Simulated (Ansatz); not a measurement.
Antifluorite Mg2C (high-pressure phase), treated with G0W0@HSE06 (plane waves, hard PAW, contour deformation; Ansatz, a program for electronic structure).

The cell has the measured lattice parameters. Conventional cell: a = 5.4480 Å, b = 5.4480 Å, c = 5.4480 Å, α = 90.00°, β = 90.00°, γ = 90.00°.

The quasiparticle gap at Γ at a fixed k mesh 2×2×2:

```tsv
response cutoff	value (eV)
200 eV, 477 empty bands	2.317
250 eV, 667 empty bands	2.325
300 eV, 876 empty bands	2.331
400 eV, 1349 empty bands	2.337
```

Q: Taking the value to converge with the response cutoff E as E^(−3/2), extrapolate from the last two rows.

A: With y = y∞ + c/w and weights w = 5196 and 8000 for the last two rows, y∞ = (w2 y2 − w1 y1)/(w2 − w1) = (8000 × 2.337 − 5196 × 2.331)/2804 = 2.348 eV, which lies 0.011 beyond the last row. Successive pairs of rows give 2.345, 2.350, 2.348. The limit also hangs on the law assumed, so its last digits aren't firm.

The other settings are not extrapolated, so this is the limit in one setting alone.

The smallest gap on this mesh is 1.18 eV, away from Γ.

Note: GW on a hybrid start was not checked against another program.
